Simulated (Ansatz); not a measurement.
Data:

End structure of a constructed model of the (111) surface of fcc Ag, (√3x√3)R30° layer of Pb, one a cell, on the site that continues the host's stacking (bottom of the slab: a bare face, its two planes held):

```
CELL_PARAMETERS angstrom
      4.40007     2.54038     0.00000
     -4.40007     2.54038     0.00000
      0.00000     0.00000    30.50000
ATOMIC_POSITIONS crystal
  Ag 0.00000 0.66667 0.26249
  Ag 0.33333 0.33333 0.26249
  Ag 0.66667 0.00000 0.26249
  Ag 0.00000 0.33333 0.34102
  Ag 0.33333 0.00000 0.34102
  Ag 0.66667 0.66667 0.34102
  Ag 0.00000 0.00075 0.41903
  Ag 0.33408 0.66667 0.41903
  Ag 0.66592 0.33259 0.41903
  Ag 0.00000 0.66667 0.49708
  Ag 0.33333 0.33333 0.49749
  Ag 0.66667 0.00000 0.49749
  Ag 0.00000 0.33378 0.57565
  Ag 0.33288 0.99955 0.57565
  Ag 0.66712 0.66667 0.57565
  Ag 0.00000 0.01049 0.65483
  Ag 0.34383 0.66667 0.65483
  Ag 0.65617 0.32284 0.65483
  Pb 0.00000 0.66667 0.73024
```

Slab: 19 atoms, 14.5 Å thick at the start with caps and adatoms; k 9x9x1, smearing 0.1 eV, dipole-corrected; 6 atoms held, the rest relaxed; held to the start's symmetry, so lower structures may exist; no spin, no spin-orbit, no U. It is one candidate, not shown to be the stable structure of the face.

Question: What is the computed work function of the top face (PBE (Ansatz, an electronic-structure program))?

Answer: 3.79 eV
